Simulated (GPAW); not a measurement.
```
CELL_PARAMETERS angstrom
      2.90424     0.00000     0.00000
      0.00000     2.90424     0.00000
      0.00000     0.00000     4.15452
ATOMIC_POSITIONS crystal
  Ti 0.50000 0.50000 0.50000
  In 0.00000 0.00000 0.00000
```

Method of the run: PBEsol, GPAW PAW datasets PBEsol (made by gpaw-setup) (plane waves; GPAW).

The set-up and first iterations of a GPAW log for TiIn (P4/mmm, 2 atoms in the cell):

```
Input parameters:
  convergence: {density: 1e-05,
                energy: 1e-05}
  kpts: {gamma: True,
         size: (15, 15, 10)}
  maxiter: 120
  mode: {ecut: 850,
         name: pw}
  nbands: -8
  occupations: {name: fermi-dirac,
                width: 0.1}
  symmetry: {symmorphic: False,
             tolerance: 0.0005}
  xc: PBEsol

species:
  Ti:
    name: Titanium
    Z: 22.0
    valence: 12
    core: 10
    charge: 0.0
    file: Ti.PBEsol.gz

    # Using partial waves for Ti as LCAO basis

  In:
    name: Indium
    Z: 49.0
    valence: 13
    core: 36
    charge: 0.0
    file: In.PBEsol.gz

    # Using partial waves for In as LCAO basis

Reference energy: -183100.356871  # eV

Spin-paired calculation

Convergence criteria:
 Maximum [total energy] change in last 3 cyles: 1e-05 eV / valence electron
 Maximum integral of absolute [dens]ity change: 1e-05 electrons / valence electron
   [... lines left out ...]
  Pulay-stress correction: 0.000000 eV/Ang^3 (de/decut=0.000000)

Occupation numbers: Fermi-Dirac:
  width: 0.1000  # eV

Eigensolver

Densities:
  Coarse grid: 20*20*28 grid
  Fine grid: 40*40*56 grid
  Total Charge: 0.000000

Density mixing:
  Method: separate
  Backend: pulay
  Linear mixing parameter: 0.05
  old densities: 5
  Damping of long wavelength oscillations: 50

Hamiltonian:
  XC and Coulomb potentials evaluated on a 40*40*56 grid
  External potential:
    NoExternalPotential

XC parameters: PBEsol with 2 nearest neighbor stencil

Number of atoms: 2
Number of atomic orbitals: 22
Number of bands in calculation: 20
Number of valence electrons: 25
Bands to converge: occupied

Density initialized from atomic densities
  20 bands from LCAO basis set

Atomic positions and initial magnetic moments

Positions:
   0 Ti     1.452120    1.452120    2.077259    ( 0.0000,  0.0000,  0.0000)
   1 In     0.000000    0.000000    0.000000    ( 0.0000,  0.0000,  0.0000)

Unit cell:
           periodic     x           y           z      points  spacing
  1. axis:    yes    2.904241    0.000000    0.000000    20     0.1452
  2. axis:    yes    0.000000    2.904241    0.000000    20     0.1452
  3. axis:    yes    0.000000    0.000000    4.154518    28     0.1484

  Lengths:   2.904241   2.904241   4.154518
  Angles:   90.000000  90.000000  90.000000

Effective grid spacing dv^(1/3) = 0.1463
     iter     time        total  log10-change:
                         energy   eigst   dens
iter:   1 --:--:--   -11.267331
iter:   2 --:--:--   -11.204647   -1.38  -1.39
iter:   3 --:--:--   -10.923359   -1.29  -1.41
iter:   4 --:--:--   -10.900962   -3.01  -1.86
iter:   5 --:--:--   -10.906614   -2.09  -1.91
iter:   6 --:--:--   -10.885901   -3.10  -2.14
iter:   7 --:--:--   -10.873362   -2.64  -2.34
iter:   8 --:--:--   -10.872834   -4.38  -3.13
iter:   9 --:--:--   -10.873034   -4.60  -3.05
iter:  10 --:--:--   -10.872973c  -4.46  -3.16
iter:  11 --:--:--   -10.873036c  -4.93  -3.40
iter:  12 --:--:--   -10.872939c  -5.52  -3.66
iter:  13 --:--:--   -10.872943c  -7.32  -4.07
iter:  14 --:--:--   -10.872944c  -7.45c -4.06
iter:  15 --:--:--   -10.872905c  -6.04  -4.03
iter:  16 --:--:--   -10.872913c  -7.54c -4.02
iter:  17 --:--:--   -10.872890c  -6.04  -4.00
iter:  18 --:--:--   -10.872889c  -6.94  -4.25
```

Q: How does the run end?

A: The run converged in 27 iterations. Its thresholds were met; that alone does not show that basis and mesh suffice. It ends on: free energy E − TS (from the program's reference atoms) -10.8979 eV; Fermi level (on the code's own zero) 9.98 eV; pressure 5.99 GPa. The log goes on:

```
iter:  19 --:--:--   -10.872888c  -8.42c -4.24
iter:  20 --:--:--   -10.872889c  -7.05  -4.25
iter:  21 --:--:--   -10.872892c  -7.70c -4.37
iter:  22 --:--:--   -10.872892c  -8.97c -4.41
iter:  23 --:--:--   -10.872890c  -8.40c -4.44
iter:  24 --:--:--   -10.872889c  -7.40  -4.54
iter:  25 --:--:--   -10.872889c  -8.69c -4.96
iter:  26 --:--:--   -10.872889c  -7.76c -4.97
iter:  27 --:--:--   -10.872889c  -8.73c -5.13c
Converged after 27 iterations.

Dipole moment: (0.000000, -0.000000, -0.000000) |e|*Ang

Energy contributions relative to reference atoms: (reference = -183100.356871)

Kinetic:        +20.123551
Potential:      -16.343456
External:        +0.000000
XC:             -14.781377
Entropy (-ST):   -0.050012
Local:           +0.153399
SIC:             +0.000000
--------------------------
Free energy:    -10.897895
Extrapolated:   -10.872889

Showing only first 2 kpts
 Kpt  Band  Eigenvalues  Occupancy
  0    10      8.51126    2.00000
  0    11      9.20116    1.99914
  0    12      9.22736    1.99889
  0    13     11.93664    0.00000

  1    10      7.81787    2.00000
  1    11      9.22107    1.99896
  1    12      9.59722    1.95605
  1    13     11.86977    0.00000

Fermi level: 9.97677

No gap
No difference between direct/indirect transitions
Energy (eV): -10.872889

Forces in eV/Ang:
  0 Ti   -0.00000    0.00000    0.00000
  1 In    0.00000    0.00000    0.00000

Stress tensor:
    -0.038490     0.000000     0.000000
     0.000000    -0.038490     0.000000
     0.000000     0.000000    -0.035091
Stress (GPa, Voigt): [-6.1668 -6.1668 -5.6221  0.      0.      0.    ]
```

For comparison: a first run was changed to give this one (lattice scaled by 0.98), and from it to this one the free energy goes up by 15.7 meV/atom and the pressure goes from -1.24 to 5.99 GPa.

The starting cell comes from a database of computed structures (which also holds hypothetical and non-ambient phases and stackings), without a prior relaxation at this level. Its lattice was rescaled by a random factor within 2.5 % of one. For this run, on top of that: lattice scaled by 0.98. Spin polarisation is off. With a pressure of about 6 GPa the cell is away from its equilibrium volume at this level.

The run was DFT PBEsol, plane waves, GPAW PAW datasets PBEsol (made by gpaw-setup). Main settings of its input:

```
setting                          value
-------------------  -----------------
mode                                pw
ecut                            850 eV
xc                              PBEsol
kpts                          15 15 10
mesh shift (steps)               0 0 0
occupations.name           fermi-dirac
occupations.width               0.1 eV
nbands                              -8
convergence.density   1e-05 e/electron
convergence.energy   1e-05 eV/electron
symmetry.symmorphic              false
symmetry.tolerance              0.0005
```
